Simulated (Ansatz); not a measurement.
## CuI (model structure, started from the tenorite type, C2/c, No. 15, 4 atoms in the cell)

Computed with PBEsol (PAW; Ansatz, a quantum-chemistry and plane-wave program).

Settings: plane-wave cutoff 500 eV, 10×10×6 k mesh (along the axes of the cell as run), Fermi–Dirac smearing 0.05 eV, no spin polarisation, scalar-relativistic PAW data made under PBE.

Cell (relaxed at this level):

```cif
data_Cu4I4
_chemical_formula_sum 'Cu4 I4'
_space_group_name_H-M_alt 'C2/c'
_space_group_IT_number 15
_space_group_name_Hall '-C 2yc'
_cell_length_a 6.88104
_cell_length_b 3.98800
_cell_length_c 6.96511
_cell_angle_alpha 90.000
_cell_angle_beta 110.998
_cell_angle_gamma 90.000
loop_
_space_group_symop_operation_xyz
  'x, y, z'
  '-x, -y, -z'
  '-x, y, -z+1/2'
  'x, -y, z+1/2'
  'x+1/2, y+1/2, z'
  '-x+1/2, -y+1/2, -z'
  '-x+1/2, y+1/2, -z+1/2'
  'x+1/2, -y+1/2, z+1/2'
loop_
_atom_site_label
_atom_site_type_symbol
_atom_site_symmetry_multiplicity
_atom_site_Wyckoff_symbol
_atom_site_fract_x
_atom_site_fract_y
_atom_site_fract_z
_atom_site_occupancy
Cu1 Cu 4 d 0.25000 0.25000 0.50000 1
I1 I 4 e 0.00000 0.69491 0.25000 1
```
(The calculation used a cell of 4 atoms; values per cell refer to that cell.)

For CuI (model structure, started from the tenorite type, C2/c, No. 15, 4 atoms in the cell), the band gap is 0.19 eV (on the SCF k mesh).

Note: the relaxation could raise the start's symmetry but not lower it, so the cell can be a saddle point.

Spin–orbit coupling is not included; with these elements it can move the gap by several tenths of an eV or more.

Computing time: roughly 12 core-minutes.

A model structure was made by putting elements into a prototype or built by hand; it is no filed structure, need not be a known phase, and can be a saddle point held by its symmetry.
